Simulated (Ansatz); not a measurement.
Ansatz (a first-principles code), DFT, PBE, plane waves, its default PAW files: Al(100) slab of 6 layers, 2x2, O adatom, atoms displaced (Al24O), unrelaxed, 25 atoms. Basis and mesh were picked for this test and aren't claimed converged.

```
Item                                                      Result
------------------------------  --------------------------------
cell                            5.73, 5.73, 31.73 Å; 90, 90, 90°
distance to the nearest atom                      2.04 to 2.83 Å
task                                                single point
k mesh                                                     4×4×1
hamiltonian.xc                                               pbe
kind of files                                                paw
scf.occupations.method                                  gaussian
scf.occupations.width                                     0.2 eV
scf.initial_density.chi_scale                                0.1
output.forces                                               true
binding of workers (--pin)                                   off
k-point pools (--kpoint-pools)                                 1
memory maximum (--max-ram)                                  8GiB
accuracy                                        medium (default)
basis.precision                                   auto (default)
basis.xc_grid                                        2 (default)
scf.eigensolver.kind                              auto (default)
scf.convergence.dr2_threshold                    1e-07 (default)
scf.lower_state_search                           light (default)
k-points after symmetry                                       10
bands at the start                                            64
electrons                                                     78
plane waves at Γ                                           20447
cutoff (eV)                                                  420
FFT grid                                               40×40×216
symmetry operations                                            1
```

One run each.

All on 4 threads. Base settings, kept where nothing else is said: scf.mixing.algorithm = auto (default), scf.mixing.preconditioner = auto (default), scf.algorithm = auto (default) (scf.mixing.beta, scf.mixing.ndim, scf.mixing.q_tf not set). The settings tried:…
- scf.mixing.preconditioner = ldos
- scf.mixing.algorithm = broyden, scf.mixing.beta = 1
- scf.mixing.preconditioner = none
- scf.mixing.algorithm = anderson, scf.mixing.ndim = 1
- scf.mixing.algorithm = broyden, scf.mixing.beta = 0.1
- scf.mixing.algorithm = anderson, scf.mixing.ndim = 16
- scf.mixing.algorithm = broyden, scf.mixing.beta = 0.7
- scf.algorithm = direct_min
- scf.mixing.algorithm = anderson
- scf.mixing.preconditioner = local_kerker
- scf.mixing.preconditioner = kerker_dos
- scf.mixing.algorithm = broyden, scf.mixing.preconditioner = kerker, scf.mixing.q_tf = 1.5 1/Å
- scf.mixing.algorithm = msr1
- scf.mixing.ndim = 16
- scf.mixing.preconditioner = kerker
- scf.mixing.algorithm = broyden, scf.mixing.preconditioner = none
- scf.mixing.algorithm = broyden, scf.mixing.preconditioner = kerker, scf.mixing.q_tf = 0.5 1/Å
- scf.mixing.algorithm = broyden, scf.mixing.preconditioner = kerker
- scf.mixing.algorithm = broyden
- scf.mixing.algorithm = anderson, scf.mixing.ndim = 4
- scf.mixing.ndim = 4
- the base settings
- scf.mixing.algorithm = broyden, scf.mixing.beta = 0.3

Question: Which settings need the fewest SCF iterations, which the most, and do any fail to converge?

Answer: Fewest SCF iterations, with those close behind: scf.mixing.algorithm = broyden, scf.mixing.beta = 0.7 (13); scf.algorithm = direct_min (13); scf.mixing.ndim = 4 (15). Most among those that reach the base run's result: scf.mixing.algorithm = broyden, scf.mixing.preconditioner = kerker (46); scf.mixing.algorithm = broyden, scf.mixing.preconditioner = kerker, scf.mixing.q_tf = 1.5 1/Å (45); scf.mixing.algorithm = broyden, scf.mixing.preconditioner = none (43); scf.mixing.preconditioner = kerker (42). All converged. In the base run the program took: scf.mixing.algorithm MSR1, scf.mixing.preconditioner LDOS, scf.eigensolver.kind band_cg, --slots 4.

```tsv
setting	SCF iterations	applications of H to a band	end
scf.mixing.algorithm = broyden, scf.mixing.beta = 0.7	13	36364	converged
scf.algorithm = direct_min	13	130060	converged
scf.mixing.ndim = 4	15	55244	converged
scf.mixing.algorithm = anderson, scf.mixing.ndim = 4	17	58261	converged
the base settings	18	58317	converged
scf.mixing.algorithm = msr1	18	58317	converged
scf.mixing.preconditioner = ldos	18	58317	converged
scf.mixing.algorithm = anderson	20	59185	converged
scf.mixing.preconditioner = local_kerker	20	53071	converged
scf.mixing.ndim = 16	20	58105	converged
scf.mixing.algorithm = anderson, scf.mixing.ndim = 16	21	60335	converged
scf.mixing.algorithm = broyden	23	61809	converged
scf.mixing.algorithm = broyden, scf.mixing.beta = 1	23	61809	converged
scf.mixing.algorithm = broyden, scf.mixing.preconditioner = kerker, scf.mixing.q_tf = 0.5 1/Å	25	61942	converged
scf.mixing.algorithm = broyden, scf.mixing.beta = 0.3	28	57843	converged
scf.mixing.preconditioner = none	33	103364	converged
scf.mixing.preconditioner = kerker_dos	36	45194	converged
scf.mixing.algorithm = broyden, scf.mixing.beta = 0.1	40	93370	converged
scf.mixing.algorithm = anderson, scf.mixing.ndim = 1	40	180086	converged
scf.mixing.preconditioner = kerker	42	57370	converged
scf.mixing.algorithm = broyden, scf.mixing.preconditioner = none	43	980637	converged
scf.mixing.algorithm = broyden, scf.mixing.preconditioner = kerker, scf.mixing.q_tf = 1.5 1/Å	45	51600	converged
scf.mixing.algorithm = broyden, scf.mixing.preconditioner = kerker	46	61308	converged
```

An iteration's cost differs between solvers, so these counts don't give the time.

Keys are those of Ansatz 0.2.
